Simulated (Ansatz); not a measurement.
Reference: BaTe (Fm-3m), PBEsol with spin-orbit coupling, rigid bands (plane waves, PAW; Ansatz, an electronic-structure program); geometry: cell and atoms relaxed with PBEsol.

```
CELL_PARAMETERS angstrom
      0.00000     3.47073     3.47073
      3.47073     0.00000     3.47073
      3.47073     3.47073     0.00000
ATOMIC_POSITIONS crystal
  Ba 0.00000 0.00000 0.00000
  Te 0.50000 0.50000 0.50000
```

| Item | Result |
|---|---|
| band gap | 1.19 eV |
| electron conductivity mass | 0.36 mₑ |
| hole conductivity mass | 0.50 mₑ |
| Seebeck coefficient, n-type 1e19 cm⁻³ | -288 μV/K |

Question: Replace Te by S on the same sites and relax. What happens?

Answer: BaS (Fm-3m): volume per atom 41.8 to 31.7 Å³; band gap rises (1.19 eV to 1.99 eV); electron conductivity mass rises (0.36 mₑ to 0.43 mₑ); hole conductivity mass rises (0.50 mₑ to 0.91 mₑ); Seebeck coefficient, n-type 1e19 cm⁻³ rises in size (-288 μV/K to -305 μV/K).

Question: Swap Te for O, keeping the structure type. How do these values move?

Answer: BaO (Fm-3m): volume per atom 41.8 to 20.7 Å³; band gap rises (1.19 eV to 1.80 eV); electron conductivity mass rises (0.36 mₑ to 0.50 mₑ); hole conductivity mass rises (0.50 mₑ to 1.01 mₑ); Seebeck coefficient, n-type 1e19 cm⁻³ rises in size (-288 μV/K to -318 μV/K).

Question: Replace Ba by Sr on the same sites and relax. What happens?

Answer: SrTe (Fm-3m): volume per atom 41.8 to 36.0 Å³; band gap rises (1.19 eV to 1.29 eV); electron conductivity mass falls (0.36 mₑ to 0.34 mₑ); hole conductivity mass stays about the same (0.50 mₑ to 0.49 mₑ); Seebeck coefficient, n-type 1e19 cm⁻³ stays about the same (-288 μV/K to -282 μV/K).

Moves up to 5 % count as about the same. Masses are for dilute carriers at 300 K, harmonic means over directions unless an axis is named. Seebeck coefficients are for the stated density at 300 K, with one relaxation time for all states and whether or not that doping can be reached.

Formula and space group known from diffraction (Crystallography Open Database), not checked to be the room-temperature form: BaS (Fm-3m), BaTe (Fm-3m). Computed structure with no diffraction record at hand here (it may be known, metastable or hypothetical): SrTe (Fm-3m).
